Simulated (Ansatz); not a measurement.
A (4,4) gold nanotube, relaxed period 2.728 Å, atoms relaxed at each strain.

```
strain  energy (meV a period)  axial force (nN)
------  ---------------------  ----------------
-0.015                  +24.0             -2.06
+0.015                  +20.0             +1.47
```

All values below come from PBE (plane waves to 420 eV, PAW; Ansatz, a first-principles code). Mesh 1×1×22. No spin polarisation. It repeats along c; a and b span vacuum. A hypothetical model, rolled from the flat sheet. It keeps the symmetry and period of its start, so it need not be a minimum against all distortions. Values not marked SOC lack spin–orbit coupling. Buckling under compression is shut out by symmetry and the short period. Energies are free energies at a Fermi–Dirac width of 0.05 eV, from the unstrained cell.

Mean diameter 6.31 Å.

Question: Work out the axial stiffness dF/dε in two ways, and what it means for a modulus.

Answer: From the forces: (+1.47 − (-2.06))/0.030 = 118 nN. From the energies: (E₊ + E₋)/(ε² c) = 0.0440 eV/(0.015² × 2.728 Å) = 71.7 eV/Å = 115 nN. The two agree to within 3 %. Spread over the circumference π × 6.31 Å, the force value is a sheet stiffness of 60 N/m.
